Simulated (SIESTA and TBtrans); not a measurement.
In chain with a H atom beside one bond

Junction: In chain with a H atom beside one bond. Leads: straight In chain, spacing 2.9 Å. Geometry: 3 atoms about the centre moved by SIESTA (PBE, DZP) to a largest force of 0.02 eV/Å, all others as built.

Method: SIESTA and TBtrans, PBE, DZP numerical orbitals (energy shift 0.15 eV), PseudoDojo norm-conserving scalar-relativistic potentials, mesh cutoff 200 Ry, 300 K, no spin polarisation, no spin-orbit coupling; Hamiltonian of a periodic supercell, shifted onto the leads' potential, zero bias.

```
Property                           Value
---------------------------------  -----
Conductance at 300 K (G0 = 2e²/h)   2.09
Mean T from −0.5 to 0.5 eV          1.72
```

Energies count from the leads' Fermi level. Transmissions are for one spin of a degenerate pair. The energy step is 0.01 eV; narrower resonances are cut or missed.

```
E (eV)      T  lead channels
------  -----  -------------
-1.95    0.71              1
-1.80    0.79              1
-1.65       0              0
-1.50       0              0
-1.35       0              0
-1.20   0.047              1
-1.05    0.23              1
-0.90    0.48              1
-0.75    0.69              1
-0.60    0.83              1
-0.45    0.91              1
-0.30    0.97              1
-0.15    2.02              3
0.00     2.10              3
0.15     2.08              3
0.30     2.11              3
0.45     2.15              3
0.60     2.17              3
0.75     2.17              3
0.90     2.19              3
1.05     2.20              3
1.20     2.23              3
1.35     2.25              3
1.50     2.27              3
1.65     2.30              3
1.80     2.33              3
1.95     2.37              3
```

The straight chain is held at its spacing; free chains may zigzag or dimerise. No spin-polarised start was tried, so a magnetic state, if there is one, is missed.
